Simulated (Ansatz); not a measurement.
In an H-capped Sn nanowire along [110], 24 atoms a period besides the caps, the lowest empty band has its minimum at Γ and lies 0.103 eV higher 0.0414 Å⁻¹ away along the axis.

These are PBE (plane waves to 420 eV, PAW; Ansatz, an electronic-structure program) values and carry that method's errors. Mesh 1×1×8. No spin polarisation. Isolated but for its images some 11 Å away. An idealised model, cut from the bulk lattice. It keeps the symmetry and period of its start, so it need not be a minimum against all distortions. Values not marked SOC lack spin–orbit coupling.

Task: Estimate the electron mass along the axis.

Result: For a parabola ΔE = ħ²Δk²/2m, and ħ²/2mₑ = 3.810 eV Å². So m/mₑ = 3.810 × 0.0414²/0.103 = 0.063. The curvature over a step a third as long gives 0.056; the difference is the band's departure from a parabola.
